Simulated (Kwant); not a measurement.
Device: In0.53Ga0.47As/In0.52Al0.48As stack with 3 barriers. One parabolic valley. Leads of mass 0.041 mₑ with the band edge at 0; grid 0.1 nm; bias 0.16 V, dropping linearly over the stack.

```tsv
layer	thickness (nm)	band offset (eV)	mass (mₑ)
1	1.9	0.52	0.075
2	3.2	0	0.041
3	1.9	0.52	0.075
4	3.2	0	0.041
5	1.9	0.52	0.075
```

Constants are typed, rounded textbook-type inputs, not results; the design itself was drawn at random and stands for no fabricated device.

Kwant, one-band effective-mass tight-binding model in one dimension, coherent, no space charge.

Sweep values stay those of the base run.

Base results: mean transmission over the sweep 0.051; transmission at E = 0.2238 eV 0.016; transmission at E = 0.3344 eV 0.0041; transmission at E = 0.4482 eV 0.0073.

Task: What follows from this one change: width of the first well 3.2 → 4.8 nm?

Result: mean transmission over the sweep little changed (0.053); transmission at E = 0.2238 eV 0.016 → 0.0024; transmission at E = 0.3344 eV little changed (0.0043); transmission at E = 0.4482 eV 0.0073 → 0.083.

Task: What follows from this one change: height of the first barrier 0.52 → 0.42 eV?

Result: mean transmission over the sweep 0.051 → 0.065; transmission at E = 0.2238 eV little changed (0.017); transmission at E = 0.3344 eV 0.0041 → 0.0057; transmission at E = 0.4482 eV 0.0073 → 0.011.
